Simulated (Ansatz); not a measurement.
Defect: interstitial C in 4H silicon carbide, neutral cell. These are PBE, PAW (plane waves to 420 eV; Ansatz, a first-principles code) values and carry that method's errors.

Cell of 72 host sites held at the relaxed PBE lattice; the Γ point alone; Fermi-Dirac width 0.01 eV, spin-restricted; finite-size errors left in. No zero-point or tunnelling terms. The charge state is imposed; whether it is stable for some Fermi level was not computed. Sites that were not tried may lie lower.

Barriers: single points on a 2×2×2 k-point mesh shifted by half a step along c at the bands' geometries (they differ from the bands' own by up to 0.09 eV, and are uncertain by about as much).

Relaxed starting cell (atoms counted from 1):

```
C37Si36
1.0
    9.28226     0.00000     0.00000
   -4.64113     8.03868     0.00000
    0.00000     0.00000    10.12928
Si C
36 37
Direct
  0.99888   0.99983   0.49726
  0.00151   0.33418   0.50086
  0.00222   0.66811   0.50049
  0.33549   0.00059   0.49814
  0.33477   0.33341   0.49990
  0.33459   0.66666   0.50183
  0.66807   0.00021   0.50007
  0.66827   0.33390   0.50053
  0.66881   0.66721   0.50140
  0.98617   0.00101   0.99590
  0.00009   0.33512   0.99973
  0.00354   0.66850   0.99959
  0.35127   0.97921   0.00293
  0.34260   0.35650   0.00793
  0.33658   0.66316   0.00259
  0.66633   0.99962   0.00054
  0.66766   0.33338   0.00036
  0.66821   0.66696   0.00085
  0.21201   0.10249   0.73857
  0.22355   0.44375   0.75163
  0.22446   0.77832   0.75205
  0.55793   0.11173   0.74863
  0.55566   0.44349   0.75014
  0.55644   0.77728   0.75015
  0.88810   0.11206   0.74908
  0.89067   0.44600   0.75023
  0.89131   0.77889   0.75035
  0.11252   0.22425   0.24957
  0.11315   0.55662   0.25032
  0.11261   0.88980   0.24705
  0.44692   0.22321   0.24903
  0.44792   0.55806   0.25443
  0.44670   0.88819   0.25186
  0.77935   0.22280   0.25002
  0.78008   0.55659   0.25001
  0.77948   0.88971   0.24879
  0.99364   0.99777   0.68329
  0.00154   0.33439   0.68853
  0.00275   0.66857   0.68848
  0.33787   0.00065   0.68502
  0.33350   0.33112   0.68795
  0.33466   0.66598   0.68840
  0.66698   0.99953   0.68687
  0.66872   0.33433   0.68824
  0.66781   0.66604   0.68874
  0.00268   0.00305   0.18392
  0.00118   0.33450   0.18749
  0.00200   0.66766   0.18718
  0.33612   0.99969   0.18712
  0.33644   0.33697   0.19256
  0.33610   0.66675   0.19042
  0.66780   0.00034   0.18829
  0.66839   0.33397   0.18759
  0.66872   0.66733   0.18865
  0.19954   0.15889   0.93325
  0.22263   0.44942   0.94061
  0.22503   0.76321   0.94034
  0.56212   0.11236   0.93739
  0.55756   0.44551   0.93964
  0.55747   0.77745   0.93993
  0.88068   0.11289   0.93740
  0.88899   0.44635   0.93890
  0.88923   0.77910   0.93906
  0.11212   0.22293   0.43844
  0.11267   0.55630   0.43951
  0.11252   0.89038   0.43713
  0.44620   0.22268   0.43796
  0.44676   0.55649   0.44144
  0.44568   0.88852   0.43947
  0.77925   0.22272   0.43933
  0.77986   0.55618   0.43942
  0.77806   0.88858   0.43707
  0.21414   0.02264   0.91099
```

End state 1 differs by these moves (Å; atoms that move under 0.08 Å are left out):

```csv
atom,element,Δx,Δy,Δz
10,Si,0.16,0.00,0.04
12,Si,-0.08,-0.14,-0.04
13,Si,-0.27,0.48,0.00
14,Si,0.02,-0.14,-0.05
15,Si,0.11,-0.09,0.05
19,Si,0.07,0.08,0.14
21,Si,-0.10,-0.02,-0.14
37,C,0.07,0.02,0.05
39,C,-0.05,-0.05,-0.05
55,C,0.38,-0.25,0.07
56,C,0.05,-0.08,0.00
57,C,0.03,-0.45,-0.07
61,C,0.10,-0.03,0.02
62,C,-0.02,-0.10,-0.02
73,C,0.77,-1.33,0.00
```

**Question.** What forward and backward barriers to end state 1 does PBE, PAW give?

**Answer.** forward 1.28 eV, backward 1.28 eV; at the saddle point atom 73 has neighbours 2 C at 1.63; Si at 1.76, 2 Si at 2.04 Å. The check of the saddle point's order was inconclusive, and it lies on a symmetry element of the cell, where a band can be held.
